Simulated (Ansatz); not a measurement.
A self-consistent single point of In₂Ni₃S₂ (R-3m, 7 atoms in the cell) with Ansatz (a quantum-chemistry and plane-wave program)

Method of the run: PBEsol, default PAW files made with PBE (plane waves; Ansatz).

Input as run:

Ansatz 0.2 input:
```yaml
crystal:
  lattice:
    - [2.688840, 1.552402, 4.494033]
    - [-2.688840, 1.552402, 4.494033]
    - [0.000000, -3.104805, 4.494033]
  atoms:
    - { symbol: In, position: [0.500000, 0.500000, 0.500000] }
    - { symbol: In, position: [0.000000, 0.000000, 0.000000] }
    - { symbol: Ni, position: [0.500000, 0.000000, 0.000000] }
    - { symbol: Ni, position: [0.000000, 0.500000, 0.000000] }
    - { symbol: Ni, position: [0.000000, 0.000000, 0.500000] }
    - { symbol: S, position: [0.723079, 0.723079, 0.723079] }
    - { symbol: S, position: [0.276921, 0.276921, 0.276921] }
basis:
  ecutwfc: 420.0
kpoints:
  mp_grid:
    grid: [5, 5, 5]
hamiltonian:
  xc: pbesol
  pseudopotentials:
    kind: paw
scf:
  occupations:
    method: methfessel_paxton
    width: 0.136
output:
  forces: true
  eigenvalues: true
  stress: true
```

Log, with long lists cut:

```
WARN ansatz: RAYON_NUM_THREADS=1 ignored (pool sized by the plan → 1); use --threads N
Pseudopotentials: kind: paw
Pseudopotential: In, paw, valence charge 13
Pseudopotential: Ni, paw, valence charge 18
Pseudopotential: S, paw, valence charge 6
Crystal: 7 atoms, lattice volume = 112.553 Å³
Basis set: ecut = 420 eV, 2163 PW (Γ), exchange–correlation on 80×80×80 points (8 copies of the dense FFT grid, shifted against one another)
Bands: 56, of which v1, the nominal top of the filled ones, is band 46 counted from 1 (45 counted from 0)
Symmetry: 12 space group operations
Space group: R-3m (ITA 166), of the structure as read, at distance tolerance 4.8e-5 Å
k-points: 19 of 125
PAW frozen core: In, regenerated for the run's functional, and the local potential with it
PAW frozen core: Ni, regenerated for the run's functional, and the local potential with it
PAW frozen core: S, regenerated for the run's functional, and the local potential with it
Initial density: superposition of atomic densities (neutral atoms: chi_scale 0, normalization atom), corrected by the library's trained network
Initial wavefunctions: pseudopotential atomic-orbital guess
Eigensolver: davidson
Functional: x = pbesol(κ = 0.804, μ = 0.12345679012345678), c = pbesol(β = 0.046)
SCF iter   1: F=—  HF=-30238.875300 eV  |F-HF|=—  |Δ(HF+E_count)|=         —  Δρ=2.02e-2  dr2=3.14e-1  ethr=1.77e-3  ⟨swp⟩=7.2  Hψ=4154  notcnv=0  defer=1
all-band conjugate gradients solve this SCF's bands
preconditioner: auto → Kerker (q_TF=auto, 2.638 Å⁻¹)
SCF iter   2: F=—  HF=-30238.830142 eV  |F-HF|=—  |Δ(HF+E_count)|=   4.52e-2  S|Δr|=    0.00e0  Δρ=5.44e-3  dr2=3.81e-2  ethr=3.41e-4  ⟨swp⟩=2.0  Hψ=1363  notcnv=0  defer=11
SCF iter   3: F=—  HF=-30238.823143 eV  |F-HF|=—  |Δ(HF+E_count)|=   7.00e-3  S|Δr|=    0.00e0  Δρ=1.55e-3  dr2=6.00e-3  ethr=4.15e-5  ⟨swp⟩=1.0  Hψ=1034  notcnv=0  defer=11
SCF iter   4: F=—  HF=-30238.821573 eV  |F-HF|=—  |Δ(HF+E_count)|=   1.57e-3  S|Δr|=    0.00e0  Δρ=5.54e-4  dr2=4.30e-4  ethr=6.52e-6  ⟨swp⟩=2.1  Hψ=1461  notcnv=0  defer=11
SCF iter   5: F=—  HF=-30238.821465 eV  |F-HF|=—  |Δ(HF+E_count)|=   1.08e-4  S|Δr|=    0.00e0  Δρ=9.56e-5  dr2=1.78e-5  ethr=4.68e-7  ⟨swp⟩=2.0  Hψ=1570  notcnv=0  defer=11
SCF iter   6: F=—  HF=-30238.821480 eV  |F-HF|=—  |Δ(HF+E_count)|=   1.53e-5  S|Δr|=    0.00e0  Δρ=4.53e-5  dr2=2.28e-6  ethr=1.93e-8  ⟨swp⟩=2.1  Hψ=1795  notcnv=0  defer=11
SCF iter   7: F=—  HF=-30238.821480 eV  |F-HF|=—  |Δ(HF+E_count)|=   2.91e-7  S|Δr|=    0.00e0  Δρ=1.11e-5  dr2=1.77e-7  ethr=2.48e-9  ⟨swp⟩=2.3  Hψ=1697  notcnv=0  defer=11
SCF iter   8: F=-30238.821480 eV  HF=-30238.821480 eV  |F-HF|=1.56e-8  |Δ(HF+E_count)|=   8.85e-9  S|Δr|=    0.00e0  Δρ=5.39e-6  dr2=3.68e-8  ethr=1.09e-10  ⟨swp⟩=9.3  Hψ=4622  notcnv=0
SCF 1 converged in 8 iterations: F = -30238.821480 eV  dr2 = 3.68e-8
SCF converged after 8 iterations
Stability not checked (fill_not_monotonic)
Free energy (F): -30238.821480 eV
Harris-Foulkes:  -30238.821480 eV  (|F-HF|=1.56e-8)
Internal energy: -30238.822034 eV  (E = F + TS)
E sigma→0 (E₀):  -30238.821618 eV
Entropy (-TS):   0.000554 eV (0.079 meV/atom)
Fermi energy:    12.686855 eV
--- Per-component energies (eV) ---
  E_band       = -1081.411849
  E_kinetic    = 1557.216585
  E_local      = -16807.538822  (includes V_loc(G=0)·N_el)
  E_nonlocal   = 2713.389182
  E_hartree    = 7181.717232
  E_xc         = -874.982535
  E_vxc        = -705.627549  (∫ρ·V_xc dr)
  E_paw        = -14129.976697  (= ΣΔE_a)
  E_vpaw       = -2202.262592  (= ΣTr[D̂ρ^β])
  E_aug_tail   = 0.001646  (compensation charges beyond the density's cutoff)
  E_ewald      = -9879.836195
  E_core_change = 1.187570  (= ΣΔE_core)
  E_smearing   = 0.000554  (= −TS)
  E_closure    = 0.000000  (closes the sum)
  Σ components = -30238.821480   (vs F -30238.821480, Δ=0.00e0)
--- Forces (eV/Å), atoms counted from 1 ---
  atom   1  In    -0.00000000    -0.00000000     0.00000000
  atom   2  In     0.00000000     0.00000000    -0.00000000
  atom   3  Ni    -0.00000000     0.00000000     0.00000000
  atom   4  Ni     0.00000000     0.00000000    -0.00000000
  atom   5  Ni     0.00000000     0.00000000    -0.00000000
  atom   6  S      0.00000000    -0.00000000     0.02297082
  atom   7  S      0.00000000     0.00000000    -0.02297082
  max |Σ_I F_I| component: 1.39e-17 eV/Å
--- Stress (GPa, compression-positive) ---
       -2.491093       0.000000       0.000000
        0.000000      -2.491093      -0.000000
       -0.000000      -0.000000      -2.005040
  P = ⅓ Tr σ = -2.3291 GPa (-23.291 kbar)
  The stress holds the Pulay correction. Without it, at fixed plane waves, as pw.x and ABINIT print it: P = -2.3763 GPa
--- Band table (eV; the first three rows and the last of 19) ---
  k-point 0: bands = ["-90.3874", "-90.3813", "-90.3813", "-51.3245", "-51.2896", "-51.2896", "-50.7958", "-50.7809", "-50.7809", "-50.7531", "-50.7531", "-50.7484", "-2.2003", "-1.9191", "-1.9191", "-1.8979", "-1.8979", "-1.8757", "-1.7899", [...]
  k-point 1: bands = ["-90.3869", "-90.3818", "-90.3813", "-51.3215", "-51.2924", "-51.2896", "-50.7932", "-50.7803", "-50.7781", "-50.7567", "-50.7544", "-50.7500", "-2.0787", "-1.9489", "-1.9099", "-1.8852", "-1.8824", "-1.8513", "-1.7908", [...]
  k-point 2: bands = ["-90.3857", "-90.3830", "-90.3813", "-51.3145", "-51.2989", "-51.2895", "-50.7888", "-50.7763", "-50.7706", "-50.7658", "-50.7610", "-50.7511", "-2.0312", "-1.9358", "-1.8962", "-1.8535", "-1.8486", "-1.8377", "-1.8012", [...]
  k-point 18: bands = ["-90.3868", "-90.3818", "-90.3813", "-51.3215", "-51.2924", "-51.2896", "-50.7933", "-50.7803", "-50.7781", "-50.7567", "-50.7545", "-50.7500", "-2.0458", "-1.9506", "-1.8824", "-1.8537", "-1.8445", "-1.8407", "-1.7677", [...]
```

The run converged in 8 iterations.

The starting cell comes from a database of computed structures (which also holds hypothetical and non-ambient phases and stackings), without a prior relaxation at this level. Spin polarisation is off, so a magnetic state, if there is one, cannot be reached. Ansatz's pressure includes its estimate of the finite-basis (Pulay) stress.
